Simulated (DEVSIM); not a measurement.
Device: abrupt Si n-p junction, at 350 K.

Layer 1 from the left is Si, thickness (μm) 39.0, Nd (cm⁻³) 1.6e19, τn (s) 1.8e-6, τp (s) 1.8e-6. Layer 2 from the left is Si, thickness (μm) 0.680, Na (cm⁻³) 1.1e16, τn (s) 1.8e-6, τp (s) 1.8e-6.

Left contact: ohmic. Right contact: ohmic. Voltage is applied to the left contact. Recombination: SRH at mid-gap, radiative. Mobility is μmin + (μ − μmin)/(1 + (N/Nref)^α).

This is a model device: material constants are rounded textbook-type values typed into the input, and sizes, dopings and lifetimes were drawn at random. Values at 300 K; Nc and Nv go as T^1.5, mobilities as T to minus their exponent, the gap by Varshni's rule with the affinity fixed.

Si: gap (eV) 1.124, affinity (eV) 4.05, permittivity 11.7, Nc (cm⁻³) 2.86e19, Nv (cm⁻³) 3.1e19, μn (cm²/Vs) 1417, μp (cm²/Vs) 470, μn,min 52, μp,min 45, Nref,n 9.7e16, Nref,p 2.2e17, αn 0.68, αp 0.72, T exponent of μn 2.3, T exponent of μp 2.2, B (cm³/s) 4.7e-15, Varshni α (eV/K) 0.000473, Varshni β (K) 636.

Simulated with DEVSIM: 1D drift-diffusion, Boltzmann statistics, complete ionisation; no tunnelling, impact ionisation, image-force lowering or self-heating.

Dark forward current:

| |V| (V) | |J| (A/cm²) |
|---|---|
| 0.05 | 5.525e-6 |
| 0.10 | 3.335e-5 |
| 0.15 | 0.0001746 |
| 0.20 | 0.0008936 |
| 0.25 | 0.004551 |
| 0.30 | 0.02315 |
| 0.35 | 0.1175 |
| 0.40 | 0.5949 |
| 0.45 | 2.993 |
| 0.50 | 14.79 |
| 0.55 | 68.71 |
| 0.60 | 269.0 |
| 0.65 | 785.3 |
| 0.70 | 1708 |
| 0.75 | 2999 |

Q: Work out the local ideality factor n = ΔV / (kT/q · ln(J2/J1)) between the rows 0.15 and 0.20 V, 0.70 and 0.75 V.

A: kT/q = 30.16 mV. From 0.15 to 0.20 V: ln(0.0008936/0.0001746) = 1.633, n = 1.02, near the 1 of diffusion or emission over a barrier. From 0.70 to 0.75 V: ln(2999/1708) = 0.563, n = 2.94.

Q: Estimate the current at 0.30 V from the Shockley equation with J0 = Σ q ni² D/(N L) coth(W/L), τ joining the SRH, radiative and Auger lifetimes that are on, and W taken as the whole layer.

A: ni² = 1.43e23 cm⁻⁶; holes in the n layer: μ = 45.3 cm²/Vs, D = 1.37 cm²/s, τ = 1.59e-6 s, L = 14.7 μm, W/L = 2.7, term 1.34e-12 A/cm²; electrons in the p layer: μ = 816 cm²/Vs, D = 24.6 cm²/s, τ = 1.80e-6 s, L = 66.6 μm, W/L = 0.010, term 7.53e-7 A/cm². J0 = 7.53e-7 A/cm², and J = J0 exp(qV/kT) = 0.0157 A/cm². The simulation gives 0.0232 A/cm²; the estimate lies 32 % below. The estimate leaves out recombination in the depletion region and that region's share of W.
